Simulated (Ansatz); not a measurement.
## Effective masses and thermopower of SiO₂ (P3_121)

Given:

```
CELL_PARAMETERS angstrom
      4.94887     0.00000     0.00000
     -2.47444     4.28585     0.00000
      0.00000     0.00000     5.44133
ATOMIC_POSITIONS crystal
  Si 0.52959 0.52959 0.00000
  Si 0.47041 0.00000 0.33333
  Si 0.00000 0.47041 0.66667
  O  0.26685 0.41257 0.78560
  O  0.58743 0.85428 0.11893
  O  0.14572 0.73315 0.45227
  O  0.41257 0.26685 0.21440
  O  0.85428 0.58743 0.88107
  O  0.73315 0.14572 0.54773
```

Level of theory: r2SCAN, rigid bands (plane waves, PAW, scalar-relativistic; Ansatz, a first-principles code). Condition of this run: functional r2SCAN on the same cell. How the cell was made: cell and atoms relaxed with PBEsol.

```json
{
 "band_gap": "6.49 eV",
 "electron conductivity mass (300 K, dilute)": "0.51 (x), 0.51 (y), 0.49 (z) mₑ",
 "hole conductivity mass (300 K, dilute)": "9.7 (x), 9.7 (y), 2.5 (z) mₑ",
 "effective density of states N_c (300 K)": "8.8e18 cm⁻³",
 "effective density of states N_v (300 K)": "1.1e21 cm⁻³",
 "density_of_states_mass_electrons": "0.50 mₑ",
 "density_of_states_mass_holes": "12.1 mₑ",
 "Seebeck coefficient, n-type 1e19 cm⁻³, 300 K": "-213 μV/K",
 "best n-type power factor at 300 K for τ = 10 fs (best axis; densities from 1e16 to 1e21 cm⁻³ tried, whether or not they can be reached)": "3.0 μW/(cm·K²) at 3e19 cm⁻³",
 "Seebeck coefficient, p-type 1e19 cm⁻³, 300 K": "617 μV/K"
}
```

Rigid bands; masses and Seebeck coefficients take one relaxation time τ for all states and one kind of carrier; polarons and phonon drag are left out. Spin-orbit coupling is left out; where it splits the top of the valence band, N_v and the p-type Seebeck coefficient come out somewhat high without it. Geometry: cell and atoms relaxed with PBEsol.
